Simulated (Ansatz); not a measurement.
Levels about the gap of amorphous silicon nitride (Si₄₅N₆₀) (105 atoms in a cell of 1208 Å³, 2.89 g/cm³; zone centre alone, so wide bands show as single levels with stretches between that a denser mesh fills), at the geometry that PBE relaxed, where it gives -5.2 GPa on a denser mesh. The participation number counts the atoms over which a state spreads; weights are charges in smoothed Voronoi cells. The levels come from a single point, so bond lengths are those of that geometry. Method of the levels: r2SCAN, scalar-relativistic without spin-orbit coupling (Ansatz, an electronic-structure program). Sampling: the zone centre alone; Fermi-Dirac width 0.01 eV; collinear spin, started from moments on atoms (the moments died out). At PBE the levels at the filled edge of the gap are localised (band-tail or defect states), and the nearest spread-out levels lie 2.3 eV apart at the zone centre.

It comes from a melt-quench run on a machine-learned potential (CHGNet), relaxed afterwards by DFT. N atoms were pushed apart under 1.9 Å during the dynamics, to hinder bonds among them. The hot cell started wider than the set density and was brought back towards it in steps. It is the lowest in DFT energy of 2 quenches. It is a model cell: composition and starting density were chosen by hand, and all elements were melted together. No dispersion term was used. A short ab initio anneal came between quench and relaxation. Its density started from a set value of 2.89 and ended at 2.89 g/cm³. The quench (nominally 300 K/ps over its main leg) was far faster than any real one, so the model tends to hold more defects than a real film. A cell of this size samples the disorder only roughly. The volume was held where the preparation left it, at a PBE pressure of -5.2 GPa (tension). Stress components on the final sampling reach 6.2 GPa.

| E - E(highest filled), eV | filling | spin | participation number | largest on | weight N | weight Si |
|---|---|---|---|---|---|---|
| -0.70 | filled | up | 7.4 | N, 3 neighbours | 0.89 | 0.11 |
| -0.58 | filled | dn | 19.4 | N, 2 neighbours | 0.90 | 0.10 |
| -0.58 | filled | up | 19.4 | N, 2 neighbours | 0.90 | 0.10 |
| -0.51 | filled | dn | 13.1 | N, 3 neighbours | 0.90 | 0.10 |
| -0.51 | filled | up | 13.1 | N, 3 neighbours | 0.90 | 0.10 |
| 0.00 | filled | dn | 4.1 | N, 2 neighbours | 0.89 | 0.11 |
| 0.00 | filled | up | 4.1 | N, 2 neighbours | 0.89 | 0.11 |
| 2.15 | empty | up | 34.9 | Si, 4 neighbours | 0.49 | 0.51 |
| 2.15 | empty | dn | 34.9 | Si, 4 neighbours | 0.49 | 0.51 |
| 2.58 | empty | dn | 16.1 | Si, 4 neighbours | 0.43 | 0.57 |
| 2.58 | empty | up | 16.1 | Si, 4 neighbours | 0.43 | 0.57 |
| 2.85 | empty | up | 16.6 | Si, 3 neighbours | 0.47 | 0.53 |
| 2.85 | empty | dn | 16.6 | Si, 3 neighbours | 0.47 | 0.53 |
| 3.20 | empty | up | 20.6 | Si, 4 neighbours | 0.47 | 0.53 |

Most localised among these is the filled level at +0.00 eV, on a N atom, which has 2 neighbours (Si 1.66 Å, Si 1.72 Å).
